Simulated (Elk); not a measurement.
Input and output of a self-consistent single point for Mg2Sn (Fm-3m, 3 atoms in the cell) (Elk).

Level of theory: PBE, all-electron FP-LAPW, Elk's shipped species files, default APW+lo basis in Elk.

The change in words: lattice scaled by 0.98. Reference geometry:
```
CELL_PARAMETERS angstrom
      0.00000     3.38068     3.38068
      3.38068     0.00000     3.38068
      3.38068     3.38068     0.00000
ATOMIC_POSITIONS crystal
  Mg 0.25000 0.25000 0.25000
  Mg 0.75000 0.75000 0.75000
  Sn 0.00000 0.00000 0.00000
```

Reference input (self-consistent single point, DFT, PBE, all-electron FP-LAPW, Elk's shipped species files, default APW+lo basis): xctype = 20; swidth = 0.000734986 Ha; ngridk = 9 9 9; maxscl = 100. This run's input differs from it in these lines:

```diff
@@ -16,5 +16,5 @@
 avec
-    0.0000000000    3.3806760000    3.3806760000
-    3.3806760000    0.0000000000    3.3806760000
-    3.3806760000    3.3806760000    0.0000000000
+    0.0000000000    3.3130620000    3.3130620000
+    3.3130620000    0.0000000000    3.3130620000
+    3.3130620000    3.3130620000    0.0000000000
```

Output (repeated stretches shortened):

```
│ Self-consistent loop started │
│ Loop number : 1 │
 total energy                :     -6584.75605478
│ Loop number : 2 │
 total energy                :     -6584.69521434
RMS change in Kohn-Sham potential (target) :   0.7135409647     (  0.1000000000E-05)
Absolute change in total energy (target)   :   0.6084044311E-01 (  0.1000000000E-03)
│ Loop number : 3 │
 total energy                :     -6582.58462553
RMS change in Kohn-Sham potential (target) :   0.3751955699     (  0.1000000000E-05)
Absolute change in total energy (target)   :    2.125798920     (  0.1000000000E-03)
│ Loop number : 4 │
   [... lines left out ...]
Absolute change in total energy (target)   :   0.6867022985E-03 (  0.1000000000E-03)
│ Loop number : 13 │
 total energy                :     -6579.92718604
RMS change in Kohn-Sham potential (target) :   0.2083676013E-06 (  0.1000000000E-05)
Absolute change in total energy (target)   :   0.1880643640E-03 (  0.1000000000E-03)
│ Loop number : 14 │
 total energy                :     -6579.92717867
RMS change in Kohn-Sham potential (target) :   0.8559809029E-07 (  0.1000000000E-05)
Absolute change in total energy (target)   :   0.5438288918E-04 (  0.1000000000E-03)
Convergence targets achieved

│ Loop number : 15 │

Energies :
 Fermi                       :     0.167837854021
 total energy                :     -6579.92717730

Density of states at Fermi energy :    9.634886793
 (states/Hartree/unit cell)

Estimated indirect band gap :   0.4341088761E-02
 from k-point     13 to k-point      1
Estimated direct band gap   :   0.1244216413E-01
 at k-point     24

Charges :
 core                        :    34.00000000
 valence                     :    40.00000000
 interstitial                :    4.631784686
 muffin-tins (core leakage)
  species :    1 (Mg)
   atom    1                 :    10.48964758     (  0.6661338148E-15)
   atom    2                 :    10.48964758     (  0.6661338148E-15)
  species :    2 (Sn)
   atom    1                 :    48.38892015     (  0.6808020860E-04)
 total in muffin-tins        :    69.36821531
 total calculated charge     :    73.98464292
 total charge                :    74.00000000
 error                       :   0.1535708104E-01

│ Self-consistent loop stopped │
```

The run converged in 15 iterations. The count includes the last loop, which Elk runs after its targets are met. Against the reference run the free energy rises by 23.8 meV/atom.

The starting cell has typed, rounded lattice constants, without a prior relaxation at this level. Its lattice was rescaled by a random factor within 2.5 % of one. For this run, on top of that: lattice scaled by 0.98. Values depend on the basis (sphere radii, cutoffs, local orbitals), which need not be converged. The log's line on a gap gives a spacing of levels on this mesh, which the program prints for metals too.
